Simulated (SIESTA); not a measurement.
Convergence test for NbHg3F6 (P-31m, 10 atoms in the cell)

NbHg$_{3}$F$_{6}$ has the trigonal space group P-31m (No. 162), Pearson symbol hP10. Cell: a = 5.1266 Å, b = 5.1266 Å, c = 7.5163 Å, α = 90.00°, β = 90.00°, γ = 120.00°. Nb on 1a is coordinated by 6 F at 1.934 Å (octahedral). Hg1 on 1b is surrounded by no neighbour by this rule. Hg2 on 2d sees no neighbour by this rule. F on 6k has 1 Nb at 1.934 Å. (Neighbours: up to the widest gap in distance over summed covalent radii, below 1.35, at either atom; cation-cation and far metal-metal contacts left out.)

Level of theory: LDA PW92, numerical atomic orbitals TZP, PseudoDojo LDA standard norm-conserving potentials (rewritten from UPF to PSML) (SIESTA 5.4.2).

The starting cell comes from a database of computed structures (which also holds hypothetical and non-ambient phases and stackings), without a prior relaxation at this level. Spin polarisation is off; with an odd number of electrons in the cell that forces a metal, and a magnetic state may lie lower. Values carry the incompleteness of an atom-centred basis. In the base run, with a pressure of about -13 GPa the cell is away from its equilibrium volume at this level.

Held fixed: XC.functional = LDA; XC.authors = PW92; potentials = PseudoDojo LDA standard; PAO.BasisSize = TZP; PAO.EnergyShift = 0.01 Ry; MeshCutoff = 350 Ry; OccupationFunction = MP; OccupationMPOrder = 0; ElectronicTemperature = 0.2 eV; MaxSCFIterations = 150; SCF.Mixer.Method = Pulay; SCF.Mixer.Weight = 0.25; SCF.Mixer.History = 6; SCF.DM.Tolerance = 1.0E-04.

ΔF is the free energy per atom less that of the last row (18 18 11).

```json
[
 {"kgrid.MonkhorstPack": "1 1 1", "ΔF (meV/atom)": "724.0", "pressure (GPa)": "-4.28", "largest force (eV/Å)": "0.495", "k-points": "1", "iterations": "21"},
 {"kgrid.MonkhorstPack": "2 2 1", "ΔF (meV/atom)": "108.7", "pressure (GPa)": "-16.29", "largest force (eV/Å)": "0.783", "k-points": "4", "iterations": "13"},
 {"kgrid.MonkhorstPack": "3 3 2", "ΔF (meV/atom)": "53.8", "pressure (GPa)": "-14.20", "largest force (eV/Å)": "0.695", "k-points": "11", "iterations": "12"},
 {"kgrid.MonkhorstPack": "4 4 2", "ΔF (meV/atom)": "2.2", "pressure (GPa)": "-14.33", "largest force (eV/Å)": "0.737", "k-points": "23", "iterations": "13"},
 {"kgrid.MonkhorstPack": "4 4 3", "ΔF (meV/atom)": "1.84", "pressure (GPa)": "-14.34", "largest force (eV/Å)": "0.737", "k-points": "28", "iterations": "13"},
 {"kgrid.MonkhorstPack": "5 5 3", "ΔF (meV/atom)": "-1.54", "pressure (GPa)": "-13.59", "largest force (eV/Å)": "0.737", "k-points": "38", "iterations": "12"},
 {"kgrid.MonkhorstPack": "6 6 3", "ΔF (meV/atom)": "-1.69", "pressure (GPa)": "-13.49", "largest force (eV/Å)": "0.739", "k-points": "60", "iterations": "12"},
 {"kgrid.MonkhorstPack": "6 6 4", "ΔF (meV/atom)": "-1.68", "pressure (GPa)": "-13.49", "largest force (eV/Å)": "0.739", "k-points": "89", "iterations": "12"},
 {"kgrid.MonkhorstPack": "7 7 4", "ΔF (meV/atom)": "-3.3", "pressure (GPa)": "-13.58", "largest force (eV/Å)": "0.740", "k-points": "102", "iterations": "12"},
 {"kgrid.MonkhorstPack": "8 8 5", "ΔF (meV/atom)": "-1.69", "pressure (GPa)": "-13.48", "largest force (eV/Å)": "0.740", "k-points": "168", "iterations": "12"},
 {"kgrid.MonkhorstPack": "10 10 6", "ΔF (meV/atom)": "-1.33", "pressure (GPa)": "-13.56", "largest force (eV/Å)": "0.740", "k-points": "338", "iterations": "12"},
 {"kgrid.MonkhorstPack": "12 12 7", "ΔF (meV/atom)": "-0.67", "pressure (GPa)": "-13.61", "largest force (eV/Å)": "0.739", "k-points": "516", "iterations": "12"},
 {"kgrid.MonkhorstPack": "15 15 9", "ΔF (meV/atom)": "-0.19", "pressure (GPa)": "-13.63", "largest force (eV/Å)": "0.739", "k-points": "1013", "iterations": "12"},
 {"kgrid.MonkhorstPack": "18 18 11", "ΔF (meV/atom)": "0.00", "pressure (GPa)": "-13.63", "largest force (eV/Å)": "0.739", "k-points": "1800", "iterations": "12"}
]
```

Pressure within 0.5 GPa of the last row: from kgrid.MonkhorstPack = 5 5 3 on; the one before it is off by 0.72 GPa. The value it settles on is -13.6 GPa at this level of theory and with the other settings as held.
